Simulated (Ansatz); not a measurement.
Base system: CaF₂ in the fluorite structure (space group Fm-3m, No. 225; a = 5.4206 Å).

Perturbation: cell and atoms relaxed at a pressure of 10 GPa.

Levels (all Ansatz, a quantum-chemistry and plane-wave program, PAW): PBEsol (420 eV, scalar-relativistic without spin-orbit coupling); r2SCAN (500 eV, without spin-orbit coupling); HSE06 (420 eV, without spin-orbit coupling).

At the geometry relaxed with PBEsol, these levels gave the following band gaps, in shuffled order: (a) 7.81 eV, (b) 10.14 eV, (c) 8.68 eV.

Question: Match each gap to its level.

Answer: (a) PBEsol; (b) HSE06; (c) r2SCAN.

Single points use the geometry relaxed with PBEsol. The hybrid gap comes from the SCF mesh plus the semilocal run's edge points and a few special points and is an upper bound. Load acts through the strain it causes; cell and atoms are relaxed under it. Stability against distortions was not tested. Competing high-pressure phases were not computed.
